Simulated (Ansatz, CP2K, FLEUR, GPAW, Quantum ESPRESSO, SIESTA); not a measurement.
**Ga2Cu (P1, 3 atoms in the cell) computed with different codes at matched settings**

Self-consistent single point, at a second geometry (atoms moved at random). First geometry:

```yaml
crystal:
  lattice:
    - [2.79944, 0.00000, 0.00000]
    - [0.00000, 2.79944, 0.00000]
    - [0.00000, 0.00000, 5.80334]
  atoms:
    - { symbol: Ga, position: [0.50000, 0.50000, 0.28432] }
    - { symbol: Ga, position: [0.50000, 0.50000, 0.71568] }
    - { symbol: Cu, position: [0.00000, 0.00000, 0.00000] }
```

Second geometry:
```
Ga2Cu
1.0
    2.79944     0.00000     0.00000
    0.00000     2.79944     0.00000
    0.00000     0.00000     5.80334
Ga Cu
2 1
Cartesian
  1.34163   1.42967   1.61611
  1.39864   1.41071   4.18629
  0.05917  -0.04095   0.00095
```

Shared settings, as Ansatz (an electronic-structure program) writes them: kpoints.mp_grid.grid = 8 8 4; scf.occupations.method = gaussian; scf.occupations.width = 0.136 eV. Potentials and cutoffs stand in the table.

| code | model | ΔF from the first geometry (meV/atom) | pressure (GPa) | largest force (eV/Å) | cutoff |
|---|---|---|---|---|---|
| SIESTA | LDA PW92, numerical atomic orbitals DZP, PseudoDojo LDA standard norm-conserving potentials (rewritten from UPF to PSML) | 12.4 | -3.06 | 0.563 | grid 400 Ry |
| Quantum ESPRESSO | LDA (PZ), PSlibrary ultrasoft (LDA) pseudopotentials | 9.0 | -3.95 | 0.443 | 70 Ry |
| Ansatz | LDA (PW92), PAW files made with PBE | 8.4 | -3.99 | 0.421 | default |
| FLEUR | LDA (Perdew-Zunger), all-electron FLAPW (FLEUR), scalar-relativistic valence | – | – | 0.433 | Kmax 4.3 1/bohr |
| CP2K | LDA (Pade form), GPW, DZVP-MOLOPT-SR-GTH basis, GTH-PADE potentials (GTH_POTENTIALS) | 10.0 | -2.59 | 0.481 | grid 600 Ry |
| GPAW | LDA (Perdew-Wang 92), GPAW PAW datasets LDA (gpaw-data 1.0.1) | 9.5 | -2.93 | 0.468 | 850 eV |

Size of the force on each atom (eV/Å): Sizes of forces hide their directions.

```json
[
 {"code": "SIESTA", "Ga1": "0.563", "Ga2": "0.474", "Cu3": "0.441"},
 {"code": "Quantum ESPRESSO", "Ga1": "0.443", "Ga2": "0.352", "Cu3": "0.378"},
 {"code": "Ansatz", "Ga1": "0.421", "Ga2": "0.331", "Cu3": "0.367"},
 {"code": "FLEUR", "Ga1": "0.433", "Ga2": "0.340", "Cu3": "0.378"},
 {"code": "CP2K", "Ga1": "0.481", "Ga2": "0.392", "Cu3": "0.387"},
 {"code": "GPAW", "Ga1": "0.468", "Ga2": "0.374", "Cu3": "0.396"}
]
```

A dash marks a value that a program does not give, or that is left out as unsure.

On Ansatz's run: spin polarisation is off.

The spread over the programs that give each value: ΔF from the first geometry within 4.0 meV/atom; pressure within 1.40 GPa; largest force within 0.142 eV/Å.

SIESTA and CP2K use small atom-centred bases, whose incompleteness enters pressures, forces and empty levels differently from a plane-wave cutoff. FLEUR treats all electrons, but the usual bases taken here (sphere radii, linearisation, local orbitals, empty states) were not tested for convergence, so the values are no reference for the others. Ansatz's pressure is given at a fixed set of plane waves, as the other plane-wave codes print theirs; with its correction for the finite basis it is -3.94 GPa. The same LDA comes in different parametrisations, which differ slightly. In the pressure, CP2K (by 1.36) and GPAW (by 1.03) lie more than 1 GPa from the median of the plane-wave programs. In the force vectors, SIESTA (by 0.125) lies more than 0.08 eV/Å from the median of the plane-wave programs.

The starting cell comes from a database of computed structures (which also holds hypothetical and non-ambient phases and stackings), without a prior relaxation at this level. For this run, on top of that: atoms moved at random.

Left out of this page: Elk (not drawn, or without a comparable value).

Keys are those of Ansatz 0.2.
